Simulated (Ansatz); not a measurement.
The starting structures come from a database of crystals and need not be the phases stable at ambient conditions.

# Evanescent states of KRb2ScF6 (I4/m, 10 atoms a cell, 17.9 Å³ an atom) along the normal of (100)

Method: r2SCAN (plane waves, PAW; Ansatz, a program for electronic structure).

The gap is the functional's own, uncorrected, and κ follows it; spin-orbit coupling is left out. Mid-gap means the computed energy nearest the middle.

Energies count from the valence-band top; κ is the least over a 6×4 mesh across the current.

```csv
E (eV),κ (1/Å),where
0.17,0.309,Γ
0.51,0.400,Γ
0.85,0.457,Γ
1.19,0.496,Γ
1.53,0.523,Γ
1.87,0.541,Γ
2.21,0.553,Γ
2.55,0.559,Γ
2.89,0.561,Γ
3.23,0.560,Γ
3.57,0.555,Γ
3.91,0.547,Γ
4.25,0.536,Γ
4.59,0.521,Γ
4.93,0.504,Γ
5.27,0.482,Γ
5.61,0.456,Γ
5.95,0.425,Γ
6.29,0.388,Γ
6.63,0.342,Γ
6.97,0.283,Γ
7.31,0.199,Γ
```

### Question
How thick must the barrier be to attenuate the transmission by 10^6 when the electrodes' Fermi level lies at 5.61 eV, and what attenuation does that film give at 1.53 eV?

### Answer
d = 6 ln 10 / (2 × 0.456) = 15.1 Å. At 1.53 eV it gives 6 × 0.523/0.456 = 6.9 decades.
